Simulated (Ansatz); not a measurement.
Density of states of BaGe3Pt (I4mm, 5 atoms in the cell).

```xyz
5
Lattice="-2.3076 2.3076 5.1633 2.3076 -2.3076 5.1633 2.3076 2.3076 -5.1633" Properties=species:S:1:pos:R:3 pbc="T T T"
Ba     0.0000     0.0000    10.3254
Ge     2.3076     0.0000     2.5425
Ge     0.0000     2.3076     2.5425
Ge     0.0000     0.0000     6.2051
Pt     0.0000     0.0000     3.6300
```

Computed with LDA (PW92), default PAW files made with PBE (plane waves; Ansatz, a quantum-chemistry and plane-wave program).

SCF settings: basis.ecutwfc = 420 eV; kpoints.mp_grid.grid = 10 10 10; hamiltonian.xc = lda; hamiltonian.pseudopotentials = {kind: paw} (the program's default PAW files); scf.occupations.method = gaussian; scf.occupations.width = 0.272 eV. Keys of the DOS step: output.dos.nscf_kmesh.grid = 15 15 15; output.dos.method = {smearing: {sigma: 0.02}} eV.

The starting cell comes from a database of computed structures (which also holds hypothetical and non-ambient phases and stackings), without a prior relaxation at this level. Its lattice was rescaled by a random factor within 2.5 % of one. Spin-orbit coupling is off. Spin polarisation is off.

Total DOS (both spins), as means of the tabulated values in each energy bin; the zero is the program's Fermi level or highest filled level, and the curve is cut to this window:

(E (eV), states/eV/cell): (-7.75, 2.00); (-7.25, 1.74); (-6.75, 0.69); (-6.25, 0.00); (-5.75, 0.11); (-5.25, 0.68); (-4.75, 2.30); (-4.25, 6.68); (-3.75, 4.10); (-3.25, 4.82); (-2.75, 4.34); (-2.25, 2.63); (-1.75, 3.26); (-1.25, 2.79); (-0.75, 2.47); (-0.25, 1.79); (0.25, 1.75); (0.75, 0.98)

Around zero the curve holds about 1.8 states/eV/cell.

Keys are those of Ansatz 0.2.
